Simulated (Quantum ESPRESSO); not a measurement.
Quantum ESPRESSO is run on ZnSnO2 (P-1, 16 atoms in the cell), and the run fails. The aim is a self-consistent single point with DFT, PBEsol, plane waves, PSlibrary PAW (PBE) pseudopotentials.

Cell that was meant: a = 3.3742 Å, b = 8.3819 Å, c = 9.2731 Å, α = 87.63°, β = 80.85°, γ = 85.09°.

Part of the input:

```fortran
  occupations = 'fixed',
  nbnd = 84,
  input_dft = 'pbesol',
  celldm(1) = 6.376352,
/
&ELECTRONS
  conv_thr = 1.0d-9,
```

Log, with long lists cut:

```
     file Zn.pbe-dn-kjpaw_psl.1.0.0.UPF: wavefunction(s)  4S 3D renormalized
     file Sn.pbe-dn-kjpaw_psl.1.0.0.UPF: wavefunction(s)  5S 5P 4D renormalized
     file O.pbe-n-kjpaw_psl.0.1.UPF: wavefunction(s)  2P renormalized

 %%%%%%%%%%%%%%%%%%%%%%%%%%%%%%%%%%%%%%%%%%%%%%%%%%%%%%%%%%%%%%%%%%%%%%%%%%%%%%
     Error in routine cell_base_init (2):
     lattice parameter specified twice
 %%%%%%%%%%%%%%%%%%%%%%%%%%%%%%%%%%%%%%%%%%%%%%%%%%%%%%%%%%%%%%%%%%%%%%%%%%%%%%

     stopping ...
```

Q: Read the log: what does the program object to, and what is the fix?

A: The fault is the cell or its scale given twice. Two definitions of the lattice conflict. To fix it, keep one definition. The program stopped before any SCF iteration.

The sound input it was made from differs as follows (other fixes are possible):
```diff
-  celldm(1) = 6.376352,
```

With that input, the run converged in 15 iterations: free energy E − TS -41359.0219 eV; top of the valence band (on the code's own zero) 7.22 eV; gap on the k-point mesh 1.56 eV; pressure -5.36 GPa; largest force (vector length) 0.295 eV/Å (DFT, PBEsol, plane waves, PSlibrary PAW (PBE) pseudopotentials).

On the sound input: the starting cell comes from a database of computed structures (which also holds hypothetical and non-ambient phases and stackings), without a prior relaxation at this level. With a pressure of about -5 GPa the cell is away from its equilibrium volume at this level.
